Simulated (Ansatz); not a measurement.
RbNiBr₃ (P6₃/mmc, No. 194, 10 atoms in the cell; start COD 1527093), treated with PBEsol (plane waves, PAW; Ansatz, a first-principles code).

Settings: plane-wave cutoff 520 eV, 6×6×6 k mesh, Fermi–Dirac smearing 0.01 eV, spin-polarised with parallel moments, scalar-relativistic PAW data made under PBE.

Cell (relaxed at this level):

```
CELL_PARAMETERS angstrom
      7.24417     0.00000     0.00000
     -3.62209     6.27364     0.00000
      0.00000     0.00000     6.13057
ATOMIC_POSITIONS crystal
  Ni 0.00000 0.00000 0.00000
  Ni 0.00000 0.00000 0.50000
  Rb 0.33333 0.66667 0.75000
  Rb 0.66667 0.33333 0.25000
  Br 0.15854 0.84146 0.25000
  Br 0.31709 0.15854 0.75000
  Br 0.15854 0.31709 0.25000
  Br 0.84146 0.15854 0.75000
  Br 0.68291 0.84146 0.25000
  Br 0.84146 0.68291 0.75000
```
Starting moments (μB, in the order of the record's atoms Ni Ni Rb Rb Br Br Br Br Br Br): 2.0 2.0 0.0 0.0 0.0 0.0 0.0 0.0 0.0 0.0.

### Question
Estimate the band gap that the calculation returns.

### Answer

band gap: 0.54 eV (on the SCF k mesh)

Note: the magnetic order was assumed, not searched for or taken from measurement; the relaxation could not lower the start's symmetry, so the cell can be a saddle point above a distorted one.

Spin–orbit coupling is not included.

Cost on a shared machine: around 5 core-minutes (rough).
